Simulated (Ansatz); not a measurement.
Mg$_{2}$NbN$_{3}$ (C2/c), PBEsol, rigid bands in Ansatz (a first-principles code). Band gap 1.30 eV, N_c = 3.19e19 cm⁻³ and N_v = 1.62e19 cm⁻³ at 300 K, conductivity masses along z (a = (4.73, -3.07, 0.01) Å; b = (4.73, 3.07, 0.01) Å; c = (-2.65, 0.00, 5.03) Å) of 0.630 mₑ (electrons) and 0.699 mₑ (holes). Take k_BT = 0.02585 eV.

Problem. A film of it is 5 nm thick, with its normal along the direction named. Estimate the confinement energies in an infinite well.

Solution. ħ²π²/(2m t²) = 0.376 eV·nm²/(m/mₑ × t²) gives 23.9 meV for electrons and 21.5 meV for holes, so the gap would widen to about 1.35 eV. Finite barriers and nonparabolic bands lower this, and with several valleys or bands the heaviest mass along the normal sets the lowest level, not this average.

Problem. What thermal injection velocity √(2k_BT/πm) limits a ballistic channel along the direction named?

Solution. 6.78e6 cm/s for electrons and 6.44e6 cm/s for holes, a ratio of √(m_h/m_e) = 1.05, for dilute carriers.

Problem. Find the intrinsic carrier density and the intrinsic Fermi level.

Solution. n_i = √(N_c N_v) exp(−E_g/2k_BT) = 2.27e19 × exp(−25.14) = 2.7e8 cm⁻³. The level lies (k_BT/2) ln(N_v/N_c) = -9 meV from mid-gap (positive towards the conduction band). Each 0.1 eV added to the gap lowers n_i by a factor of 6.9.

Rigid bands with the computed gap; masses take one relaxation time for all states. Spin-orbit coupling is left out; where it splits the top of the valence band, N_v and the p-type Seebeck coefficient come out somewhat high without it.

Computed structure with no diffraction record at hand here (it may be known, metastable or hypothetical): Mg2NbN3 (C2/c).
